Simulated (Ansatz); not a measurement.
## AlN, pressure series

Start from AlN in the rock salt structure (space group Fm-3m, No. 225; a = 4.0452 Å; a model cell, its experimental status unchecked).

Cell and atoms are relaxed at each pressure.

Levels (all Ansatz, an electronic-structure program, PAW): PBEsol (420 eV, no spin-orbit coupling); HSE06 (420 eV, without spin-orbit coupling).

```tsv
pressure (GPa)	band gap, PBEsol (eV)	band gap, HSE06 (eV)
-2	4.47	5.94
0	4.55	6.02
0.3	?	?
0.7	4.57	6.05
1.5	4.60	6.08
3	4.65	6.14
5	4.72	6.22
7.5	4.81	6.31
10	4.89	6.40
```

Problem. Fit E_g = E₀ + αP + βP² to the rows shown and predict the withheld row.

Solution. Least squares on the printed values gives 

- PBEsol: E₀ = 4.55 eV, α = 36.2 meV/GPa, β = -0.17 meV/GPa² (largest residual 0.00 eV); this predicts 4.56 eV, and the run gives 4.56 eV, in agreement
- HSE06: E₀ = 6.02 eV, α = 40.6 meV/GPa, β = -0.27 meV/GPa² (largest residual 0.00 eV); this predicts 6.03 eV, and the run gives 6.04 eV, in agreement.

Single points use the geometry relaxed with PBEsol. HSE06 was sampled on its mesh, a few special points and the semilocal edge points, so its gap is an upper bound. Load acts through the strain it causes; cell and atoms are relaxed under it. Whether these cells are dynamically stable was not tested. No other phases were tried under pressure. The base started in Pnma and relaxed to Fm-3m at this level. This is not the structure that AlN has at room temperature and ambient pressure.
